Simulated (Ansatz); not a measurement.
System: CsSnBr3 (Pm-3m, No. 221, 5 atoms in the cell; start mp-27214). Method: PBEsol (PAW; Ansatz, a first-principles code).

Numerical settings: plane-wave cutoff 520 eV, 6×6×6 k mesh, Fermi–Dirac smearing 0.01 eV, scalar-relativistic PAW data made under PBE.

Cell (relaxed at this level):

Space group Pm-3m (No. 221); a = b = c = 5.7653 Å, α = β = γ = 90.00°

```
atom  site  symmetry       x       y       z
----  ----  --------  ------  ------  ------
Cs      1a      m-3m  0.0000  0.0000  0.0000
Sn      1b      m-3m  0.5000  0.5000  0.5000
Br      3c    4/mm.m  0.0000  0.5000  0.5000
```

Give the computed band gap, Γ–Γ gap and bulk modulus B0.


band gap: 0.22 eV (on the SCF k mesh)
Γ–Γ gap: 5.04 eV
bulk modulus B0: 22.5 GPa

Note: the relaxation could not lower the start's symmetry, so the cell can be a saddle point above a distorted one; the bulk modulus is −V dP/dV from two relaxed cells at ±2 % in volume.

Spin–orbit coupling is not included; it can close the smallest gap of 0.22 eV.

Static lattice: no zero-point or thermal effects.

The result took roughly 29 core-seconds.

A start named mp-… is a Materials Project structure, which need not be a measured phase.
